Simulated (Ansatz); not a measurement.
An Ansatz (an electronic-structure program) input (DFT with LDA, PAW potentials and a 420 eV plane-wave cutoff in Ansatz, no spin-orbit coupling):

Ansatz 0.2 input:
```yaml
crystal:
  lattice:
    - [3.0702467973, 0, 0]
    - [1.5351233987, 2.6589117224, 0]
    - [0, 0, 4.9580934408]
  atoms:
    - { symbol: Al, position: [0.3333333333, 0.3333333333, 0.0000044452] }
    - { symbol: Al, position: [0.6666666667, 0.6666666667, 0.5000044452] }
    - { symbol: N, position: [0.3333333333, 0.3333333333, 0.3819955548] }
    - { symbol: N, position: [0.6666666667, 0.6666666667, 0.8819955548] }
basis: { ecutwfc: 420, ecutrho_ratio: 4, xc_grid: 2, fft_grid_basis: typed }
kpoints: { mp_grid: { grid: [12, 12, 7] } }
hamiltonian:
  xc: lda
  dispersion: none
  pseudopotentials: { kind: paw }
scf: { occupations: { method: fermi_dirac, width: 0.05 } }
relax: { f_tol: 0.005, max_steps: 50, cell: { stress_tol: 0.01, fix: [a, b, gamma] } }
output: { forces: true, stress: true }
checkpoint: { write: state.ck, write_every: 1000 }
```

Question: Which symmetry and how many k-points will the program report, and about how many plane waves at Γ?

Answer: Space group P63mc (ITA 186) with 12 operations, k-points 76 of 1008, and 785 plane waves at Γ.

Question: And the final pressure?

Answer: 1.93 GPa (compression positive).

The cells carry an imposed strain or load. Stability against distortions was not tested. The cell was made from AlN in the wurtzite structure (space group P6_3mc, No. 186) by this change: biaxial strain −0.60 %, plane normal [001], relaxed out of plane.
